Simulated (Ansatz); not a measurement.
MoC2N4 (model structure, started from the MoSi2N4 type, P6₃/mmc, No. 194, 14 atoms in the cell): smallest direct gap on the k points sampled by level of theory

No measured value is used here.

| level (code) | value (eV) |
|---|---|
| LDA (Ansatz) | 2.63 |
| PBE+SOC (Ansatz) | 2.80 |
| PBEsol+SOC (Ansatz) | 2.79 |
| r²SCAN+SOC (Ansatz) | 3.04 |
| HSE06 (Ansatz) | 3.85 |

At these levels the smallest gap is indirect and lower: LDA 1.81, PBE+SOC 1.84, PBEsol+SOC 1.81, r²SCAN+SOC 2.07, HSE06 2.73 eV. Computed values are for a static lattice. Levels without +SOC have no spin–orbit coupling; where heavier elements are present it shifts gaps, mostly down, and can invert bands.  Values are at the PBE-D3(BJ) cell. Cutoffs and k meshes differ between the levels. Ansatz's density-functional and Hartree–Fock values are scalar-relativistic unless marked +SOC, with PAW data made under PBE.

A model structure was made by putting elements into a prototype or built by hand; it is no filed structure, need not be a known phase, and can be a saddle point held by its symmetry.

Ansatz is a program for electronic structure.
